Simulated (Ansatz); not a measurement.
Start from InP in the zinc blende structure (space group F-43m, No. 216; a = 5.9070 Å).

One thing is altered: cell and atoms relaxed at a pressure of 7 GPa.

Levels (all Ansatz, a first-principles code, PAW): r2SCAN (500 eV, scalar-relativistic without spin-orbit coupling); HSE06+SOC (420 eV, noncollinear with spin-orbit coupling).

The geometry is relaxed with r2SCAN.

| Property | Result |
|---|---|
| r2SCAN band gap | 1.52 eV |
| r2SCAN valence-band top at Γ | 0.00, 0.00, 0.00 eV |

**Question.** Predict the band gap and valence-band top at Γ from HSE06+SOC.

**Answer.** The band gap rises by 0.316 eV, from 1.52 eV to 1.83 eV; the valence-band top at Γ (three highest Kramers pairs, from the VBM) goes from 0.00, 0.00, 0.00 eV to 0.00, 0.00, -0.12 eV. The threefold valence maximum splits by Δso ≈ 0.12 eV.

Single points use the geometry relaxed with r2SCAN. Their cutoffs differ, which shifts pressures a little. The spin-orbit shifts are approximate. Load acts through the strain it causes; cell and atoms are relaxed under it. Stability against distortions was not tested. Tetrahedral semiconductors of this kind turn to denser phases somewhere between about 1 and 50 GPa; those were not computed, so compressed cells here can lie past the real transition.
